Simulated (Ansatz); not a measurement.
Levels about the gap of amorphous Hf18O39Al2 (59 atoms in a cell of 755 Å³, 8.56 g/cm³; zone centre alone, so wide bands show as single levels with stretches between that a denser mesh fills), at the geometry that PBE relaxed, where it gives -1.1 GPa on a denser mesh. Exact exchange is cut at the faces of this small cell, which leaves a finite-size error. The participation number counts the atoms over which a state spreads; weights are charges in smoothed Voronoi cells. The levels come from a single point, so bond lengths are those of that geometry. Method of the levels: HSE06, scalar-relativistic without spin-orbit coupling (Ansatz, an electronic-structure program). Sampling: the zone centre alone; Fermi-Dirac width 0.02 eV; no spin polarisation. At PBE the levels at the filled edge of the gap are localised (band-tail or defect states).

Preparation: random packing, a CHGNet melt and quench, and a DFT relaxation. O atoms were pushed apart under 1.9 Å during the dynamics, to hinder bonds among them. The hot cell started wider than the set density and was brought back towards it in steps. It is the lowest in DFT energy of 2 quenches. It is a model cell: composition and starting density were chosen by hand, and all elements were melted together. No dispersion term was used. Its density started from a set value of 8.56 and ended at 8.56 g/cm³. Cooling (nominally 380 K/ps over its main leg) ran many orders faster than in experiment, which tends to leave more defects and strain. One small periodic cell is one sample of the glass; other quenches scatter about these values. The volume was held where the preparation left it, at a PBE pressure of -1.1 GPa (tension). Stress components on the final sampling reach 2.0 GPa. On a 2×2×2 Γ-centred mesh force components of up to 0.13 eV/Å stay, since the relaxation ran on the zone centre alone.

```json
[
 {"E - E(highest filled), eV": "-0.51", "filling": "filled", "participation number": "18.6", "largest on": "O, 2 neighbours", "weight O": "0.95", "weight Hf": "0.05", "weight Al": "0.00"},
 {"E - E(highest filled), eV": "-0.42", "filling": "filled", "participation number": "18.2", "largest on": "O, 3 neighbours", "weight O": "0.95", "weight Hf": "0.05", "weight Al": "0.01"},
 {"E - E(highest filled), eV": "-0.41", "filling": "filled", "participation number": "12.9", "largest on": "O, 3 neighbours", "weight O": "0.95", "weight Hf": "0.04", "weight Al": "0.01"},
 {"E - E(highest filled), eV": "-0.34", "filling": "filled", "participation number": "17.3", "largest on": "O, 3 neighbours", "weight O": "0.95", "weight Hf": "0.05", "weight Al": "0.00"},
 {"E - E(highest filled), eV": "-0.23", "filling": "filled", "participation number": "11.8", "largest on": "O, 3 neighbours", "weight O": "0.95", "weight Hf": "0.04", "weight Al": "0.00"},
 {"E - E(highest filled), eV": "-0.14", "filling": "filled", "participation number": "14.5", "largest on": "O, 3 neighbours", "weight O": "0.96", "weight Hf": "0.04", "weight Al": "0.00"},
 {"E - E(highest filled), eV": "0.00", "filling": "filled", "participation number": "8.0", "largest on": "O, 2 neighbours", "weight O": "0.96", "weight Hf": "0.04", "weight Al": "0.00"},
 {"E - E(highest filled), eV": "5.52", "filling": "empty", "participation number": "13.3", "largest on": "Hf, 8 neighbours", "weight O": "0.39", "weight Hf": "0.60", "weight Al": "0.01"},
 {"E - E(highest filled), eV": "5.62", "filling": "empty", "participation number": "22.6", "largest on": "Hf, 6 neighbours", "weight O": "0.46", "weight Hf": "0.53", "weight Al": "0.01"},
 {"E - E(highest filled), eV": "5.71", "filling": "empty", "participation number": "31.3", "largest on": "Hf, 6 neighbours", "weight O": "0.44", "weight Hf": "0.55", "weight Al": "0.01"},
 {"E - E(highest filled), eV": "5.74", "filling": "empty", "participation number": "23.9", "largest on": "Hf, 7 neighbours", "weight O": "0.38", "weight Hf": "0.62", "weight Al": "0.01"},
 {"E - E(highest filled), eV": "5.89", "filling": "empty", "participation number": "31.6", "largest on": "Hf, 6 neighbours", "weight O": "0.39", "weight Hf": "0.61", "weight Al": "0.01"},
 {"E - E(highest filled), eV": "6.05", "filling": "empty", "participation number": "27.4", "largest on": "Hf, 6 neighbours", "weight O": "0.40", "weight Hf": "0.59", "weight Al": "0.01"},
 {"E - E(highest filled), eV": "6.10", "filling": "empty", "participation number": "28.4", "largest on": "Hf, 6 neighbours", "weight O": "0.38", "weight Hf": "0.62", "weight Al": "0.00"}
]
```

Most localised among these is the filled level at +0.00 eV, on a O atom, which has 2 neighbours (Hf 1.98 Å, Hf 1.98 Å).
